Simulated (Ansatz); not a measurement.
Take Al in the fcc (Cu type) structure (space group Fm-3m, No. 225; a = 4.015 Å; relaxed with 0.1 eV smearing) as the base. Axes: x, y, z lie along the cube axes.

All numbers come from DFT with PBEsol, PAW potentials and a 420 eV plane-wave cutoff in Ansatz (an electronic-structure program), scalar-relativistic without spin-orbit coupling.

For the base:

```
Quantity                         Value
-----------------------------  -------
Pressure                       0.0 GPa
Shortest interatomic distance  2.839 Å
```

It is then changed as follows: uniaxial strain ε_zz = +2.50 %, all other strain components held at zero, atoms relaxed at fixed cell.

Problem. Predict the new energy relative to the base, pressure and shortest interatomic distance.

Solution. The energy rises by 3.3 meV/atom; the pressure (mean of the normal stresses, compression positive) goes from zero to -1.9 GPa; the shortest interatomic distance stays 2.839 Å.

Stability against distortions was not tested.
